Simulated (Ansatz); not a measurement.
## Several settings converged on HfC (I4mm, 2 atoms in the cell)

```
CELL_PARAMETERS angstrom
      0.00000     2.33160     2.33160
      2.33160     0.00000     2.33160
      2.33160     2.33160     0.00000
ATOMIC_POSITIONS crystal
  Hf 0.01072 0.01072 0.98928
  C  0.50000 0.50000 0.50000
```

Base method: LDA (PW92), default PAW files made with PBE (plane waves; Ansatz, an electronic-structure program).

Base settings: basis.ecutwfc = 420 eV; kpoints.mp_grid.grid = 12 12 12; hamiltonian.xc = lda; hamiltonian.pseudopotentials = {kind: paw} (the program's default PAW files); scf.occupations.method = fermi_dirac; scf.occupations.width = 0.1 eV.

The count of work is k-points × plane waves × bands × iterations; it is no time. 

**The width of Fermi-Dirac smearing**

In this ladder: kpoints.mp_grid.grid = 20 20 20.

Narrow widths need finer meshes than wide ones, so the last steps can hold mesh noise.

Only quantities that move along the ladder and can be compared are tabulated; pressure and forces are left out, as mesh noise rules them at narrow widths.

```csv
scf.occupations.width,free energy less the last step's (meV/atom),energy extrapolated to zero width less the last step's (meV/atom)
1 eV,-478.77,123.77
0.5 eV,-81.05,20.00
0.3 eV,-22.34,3.48
0.2 eV,-7.68,0.81
0.1 eV,0.00,0.00
```

Widest scf.occupations.width that holds the energy extrapolated to zero width within 2 meV/atom of the last step, with all finer ones: 0.2 eV; the step before is off by 3.5 meV/atom.

Widest scf.occupations.width that holds the free energy within 5 meV/atom: not settled: the last two steps still differ by 7.7 meV/atom, over half the tolerance, so the ladder does not show it.

The extrapolation to zero width removes most of the smearing's effect on the energy.

**The width of Methfessel-Paxton smearing**

In this ladder: kpoints.mp_grid.grid = 20 20 20; scf.occupations.method = methfessel_paxton.

Narrow widths need finer meshes than wide ones, so the last steps can hold mesh noise.

Only quantities that move along the ladder and can be compared are tabulated; pressure and forces are left out, as mesh noise rules them at narrow widths.

| scf.occupations.width | free energy less the last step's (meV/atom) |
|---|---|
| 1 eV | 7.53 |
| 0.5 eV | 0.82 |
| 0.3 eV | 0.25 |
| 0.2 eV | 0.15 |
| 0.1 eV | 0.04 |
| 0.05 eV | 0.00 |

Widest scf.occupations.width that holds the free energy within 1 meV/atom of the last step, with all finer ones: 0.5 eV; the step before is off by 7.5 meV/atom.

**The mesh under tetrahedron occupations**

In this ladder: scf.occupations.method = tetrahedron; scf.occupations.width = default.

Only quantities that move along the ladder and can be compared are tabulated.

| kpoints.mp_grid.grid | free energy less the last step's (meV/atom) | pressure (GPa) | largest difference of a force vector from the last step's (eV/Å) | count of work / last |
|---|---|---|---|---|
| 5 5 5 | 28.12 | -13.11 | 0.340 | 0.011 |
| 6 6 6 | 11.38 | -13.39 | 0.157 | 0.018 |
| 8 8 8 | 3.57 | -13.50 | 0.073 | 0.036 |
| 10 10 10 | 1.40 | -13.46 | 0.046 | 0.062 |
| 12 12 12 | 0.10 | -13.48 | 0.029 | 0.099 |
| 15 15 15 | 0.03 | -13.47 | 0.015 | 0.18 |
| 18 18 18 | 0.10 | -13.47 | 0.008 | 0.29 |
| 23 23 23 | -0.02 | -13.47 | 0.002 | 0.57 |
| 28 28 28 | 0.00 | -13.47 | 0.000 | 1.0 |

Coarsest kpoints.mp_grid.grid that holds the free energy within 1 meV/atom of the last step, with all finer ones: 12 12 12, at 0.099 of the last step's count of work; the step before is off by 1.4 meV/atom.

Coarsest kpoints.mp_grid.grid that holds the forces within 0.01 eV/Å of the last step, with all finer ones: 18 18 18, at 0.29 of the last step's count of work; the step before is off by 0.015 eV/Å.

Coarsest kpoints.mp_grid.grid that holds the pressure within 0.05 GPa of the last step, with all finer ones: 8 8 8, at 0.036 of the last step's count of work; the step before is off by 0.08 GPa.

On the base run: the starting cell has typed, rounded lattice constants, without a prior relaxation at this level. Its lattice was rescaled by up to half a per cent. One atom was moved a little off its site on purpose. In the base run, with a pressure of about -13 GPa the cell is away from its equilibrium volume at this level. Ansatz's pressure includes its estimate of the finite-basis (Pulay) stress.

Left out of this page: 4 runs of the series outside the window shown, repeating another row's setting, or not comparable.

Keys are those of Ansatz 0.2.
